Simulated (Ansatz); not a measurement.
**Effect of isotropic strain −0.81 % on ZrCu5**

The reference is ZrCu₅ (space group F-43m, No. 216; a = 6.789 Å).

Modification: the cell is scaled by 0.9919 in all directions, atoms relaxed at fixed cell.

The values are results of PBEsol/PAW in Ansatz (a quantum-chemistry and plane-wave program), without spin-orbit coupling, not measurements. Settings: 12×12×12 k-points, 0.05 eV Fermi–Dirac smearing.

```tsv
quantity	base	changed	shift
volume per atom	13.04 Å³	12.72 Å³	-0.314 Å³
space group	F-43m (No. 216)	F-43m (No. 216)	–
shortest interatomic distance	2.385 Å	2.366 Å	-0.019 Å
energy relative to the base (free energy F)	0 meV/atom	+3.9 meV/atom	+3.9 meV/atom
pressure	0.0 GPa	4.1 GPa	+4.1 GPa
band gap	zero	zero	–
```

Stability against distortions was not tested. The final runs are not spin-polarised.
